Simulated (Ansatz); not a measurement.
**CuGaSe2: transverse stress against strain**

CuGaSe2 (chalcopyrite, I-42d, 20.787 Å³/atom and stress up to 0.01 GPa in the relaxed cell, c along z) under a strain ε along a (axis x), the other axes held. LDA in Ansatz, a plane-wave DFT program (PAW, default set), 420 eV, 9×9×9 Γ-centred mesh, Fermi-Dirac smearing 0.05 eV; ions are relaxed, or left where forces stay under 0.02 eV/Å, within the symmetry of each cell. Stress is positive for a compressed cell.

Here s stands for strain and y for stress zz.

| strain (%) | stress zz (GPa) |
|---|---|
| -1.50 | 1.01 |
| -0.75 | 0.49 |
| 0.00 | 0.00 |
| 0.75 | -0.46 |
| 1.50 | -0.91 |
| 2.25 | ? |

Fit y of the 5 rows that show it with a straight line. Means: s 0, y 0.026. About the means, the sum of products is -3.5925 and the sum of squares of s is 5.6250; the slope is their ratio. Least squares gives y = 0.026 - 0.6387·s. Residuals (row less fit): 0.026, -0.015, -0.026, -0.007, 0.022; standard error 0.027 (degrees of freedom: 3). The slope gives the elastic constant C13 = 64 ± 1 GPa (± standard error of the fit, which holds the terms cut off).

Problem. Estimate the missing y (s = 2.25); what did the run itself give?

Solution. y = 0.026 - 0.6387 × 2.25 = -1.411 GPa. The calculation gives -1.32 GPa, 0.091 GPa above the prediction (3.9 % of the range of y in the table). The row lies outside the fitted rows, so this is an extrapolation. From the scatter of the fitted rows alone, a prediction at this place has a standard error of 0.038 GPa, so the miss is 2.4 times that.

A polynomial of degree 2 through the 7 other runs of the series gives -1.32 there, so most of the miss is curvature that the fit leaves out. Rows are the converged runs of the series near zero and its far end; series whose fitted rows scatter by over a few per cent of the range, as at a crossing or softening among them, aren't shown in this form, nor equations of state whose B0' disagrees with the runs' pressures. Most that stay on the fit to the last digits aren't either.
